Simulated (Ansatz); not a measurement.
The starting structures come from a database of crystals and need not be the phases stable at ambient conditions.

Tunnelling through a barrier is set by its complex band structure: the current falls as exp(−2κd) with the smallest κ.

Given:

```
CELL_PARAMETERS angstrom
      3.56956     0.00000     0.00000
      0.00000    12.75446    -0.09923
      1.78478    -0.47606     3.05434
ATOMIC_POSITIONS crystal
  Tl 0.12334 0.63033 0.75331
  Tl 0.87666 0.36967 0.24669
  Tl 0.29013 0.12937 0.41974
  Tl 0.70987 0.87063 0.58026
  O  0.58325 0.24994 0.83351
  O  0.41675 0.75006 0.16649
```

Space group of this cell: C2/m. The cell was relaxed by PBE-D3(BJ); by PBEsol its mean pressure is -1.9 GPa.

Transport runs along the normal of the first two printed cell vectors.

The gap is the functional's own, uncorrected, and κ follows it; spin-orbit coupling is left out. Mid-gap values are interpolated between the computed energies.

Q: Give the band gap and the smallest decay constant κ at mid-gap that PBEsol run with Ansatz (a quantum-chemistry and plane-wave program) yields.

A: Gap 0.34 eV on a 10×4×10 mesh; κ = 0.051 1/Å, at (0.000, 0.500) of the in-plane reciprocal vectors. At the zone centre, at the nearest computed energy, the slowest state has κ = 0.06 1/Å.
